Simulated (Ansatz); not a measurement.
**KMgF3: stress against strain**

KMgF3 (cubic perovskite, Pm-3m, 12.717 Å³/atom at rest, cube axes along x, y and z) under a strain ε along a cube axis (axis z), the other axes held. PBEsol in Ansatz, a plane-wave DFT program (PAW, default set), 420 eV, 8×8×8 Γ-centred mesh, Fermi-Dirac smearing 0.05 eV; ions are relaxed within the symmetry of each cell. Stress is positive for a compressed cell.

Here s stands for strain and y for stress zz.

| strain (%) | stress zz (GPa) |
|---|---|
| -3.00 | ? |
| -1.20 | 1.77 |
| -0.60 | 0.86 |
| 0.00 | 0.01 |
| 0.60 | -0.80 |
| 1.20 | -1.55 |

Question: Fit y against s with a straight line, and predict the withheld value at s = -3.00.

Answer: Means: s 0, y 0.058. About the means, the sum of products is -4.9800 and the sum of squares of s is 3.6000; the slope is their ratio. Least squares gives y = 0.058 - 1.3833·s. Residuals (row less fit): 0.052, -0.028, -0.048, -0.028, 0.052; standard error 0.056 (degrees of freedom: 3). The slope gives the elastic constant C11 = 138 ± 3 GPa. At the withheld row, y = 0.058 - 1.3833 × (-3.0) = 4.208 GPa. The calculation gives 4.88 GPa, 0.672 GPa above the prediction (10.5 % of the range of y in the table). The row lies outside the fitted rows, so this is an extrapolation. From the scatter of the fitted rows alone, a prediction at this place has a standard error of 0.107 GPa, so the miss is 6.3 times that.

One order more, fitted to all 11 runs of the series, follows each within 0.02, so the miss is the next term of a smooth law. The primitive cell can neither tilt nor turn polar against its symmetry, as such crystals can under strain. Rows are the converged runs of the series near zero and its far end; series whose fitted rows scatter by over a few per cent of the range, as at a crossing or softening among them, aren't shown in this form. Most that stay on the fit to the last digits aren't either.
